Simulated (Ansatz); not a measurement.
# BAs under load (space group F-43m): band-edge transport data

Data:

```yaml
crystal:
  lattice:
    - [0.00000, 2.42445, 2.42445]
    - [2.42445, 0.00000, 2.42445]
    - [2.42445, 2.42445, 0.00000]
  atoms:
    - { symbol: B, position: [0.00000, 0.00000, 0.00000] }
    - { symbol: As, position: [0.25000, 0.25000, 0.25000] }
```

All values below come from r2SCAN with spin-orbit coupling, rigid bands (plane waves, PAW; Ansatz, an electronic-structure program). Condition of this run: hydrostatic pressure of -6.4 GPa (compression positive) (the target of the relaxation). How the cell was made: cell and atoms relaxed with PBEsol, then loaded as said.

- band gap = 1.35 eV
- electron conductivity mass (300 K, dilute) = 0.30 mₑ
- hole conductivity mass (300 K, dilute) = 0.33 mₑ
- effective density of states N_c (300 K) = 3.4e19 cm⁻³
- effective density of states N_v (300 K) = 1.1e19 cm⁻³
- density-of-states mass, electrons = 1.22 mₑ
- density-of-states mass, holes = 0.56 mₑ
- Seebeck coefficient, n-type 1e19 cm⁻³, 300 K = -321 μV/K
- best n-type power factor at 300 K for τ = 10 fs (best axis; densities from 1e16 to 1e21 cm⁻³ tried, whether or not they can be reached) = 18.2 μW/(cm·K²) at 1e20 cm⁻³
- Seebeck coefficient, p-type 1e19 cm⁻³, 300 K = 238 μV/K
- best p-type power factor at 300 K for τ = 10 fs (best axis; densities from 1e16 to 1e21 cm⁻³ tried, whether or not they can be reached) = 8.3 μW/(cm·K²) at 3e20 cm⁻³

Rigid bands; masses and Seebeck coefficients take one relaxation time τ for all states and one kind of carrier; polarons and phonon drag are left out. Geometry: cell and atoms relaxed with PBEsol.
